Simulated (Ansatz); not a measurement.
**B_Si+V_C in metastable 2H silicon carbide**

The numbers are results of PBE, PAW (plane waves to 420 eV; Ansatz, a program for electronic structure), not measurements. The supercell holds 96 host sites (3×2×2 repeats of the unit cell), with a 2×2×2 shifted k-point sampling for the final energies. Sites at the start: the Si site; C 1.91 Å away, along c. Energies of charged states are corrected for periodic images (point charge plus alignment at distant sites). Dielectric constants: PBE linear response of the host. Host gap at this level: 2.31 eV. Finite-size and sampling errors can reach tenths of an eV here. The semilocal functional narrows the gap, so deep levels can fall outside it. Spin–orbit coupling is left out. Each state is the lowest found from its start.

Formation energies E_f are given with the Fermi level at the valence-band maximum. Chemical conditions: C-rich (Δμ(C) = 0.00 eV, Δμ(Si) = -0.40 eV, Δμ(B) = -0.13 eV, bounded by B4C (Cm); only phases computed here count, gases as isolated molecules at 0 K); Si-rich (Δμ(C) = -0.40 eV, Δμ(Si) = 0.00 eV, Δμ(B) = -0.025 eV, bounded by B4C (Cm); only phases computed here count, gases as isolated molecules at 0 K). Reference phases: B: alpha boron, C: graphite, Si: silicon.

```tsv
charge	moment (μB)	largest move off a lattice site (Å)	image correction with alignment (eV)	E_f, C-rich (eV)	E_f, Si-rich (eV)
+2*	quenched	0.45	–	–	–
+1	not spin-polarised	0.45	-0.02	2.43	2.33
0	1.0	0.45	0.00	4.01	3.91
```

* At this level the carrier isn't localised at the defect: at charge +2 holes occupy the valence band. Such a state is shallow or no state of the defect, and this cell gives it no level.

Starting moments that weren't kept: charge +2 began with 1 μB and ended with 0.0.

Transition levels above the valence-band maximum: ε(+1/0) = 1.58 eV. On the lower envelope of the bound states, inside the gap: (+1/0) at 1.58 eV.

Flagged in the runs: a host whose relaxation on this sampling wasn't shown to rest, a strain field that reaches the edge of the cell.

All states together cost around 80 core-minutes (rough).
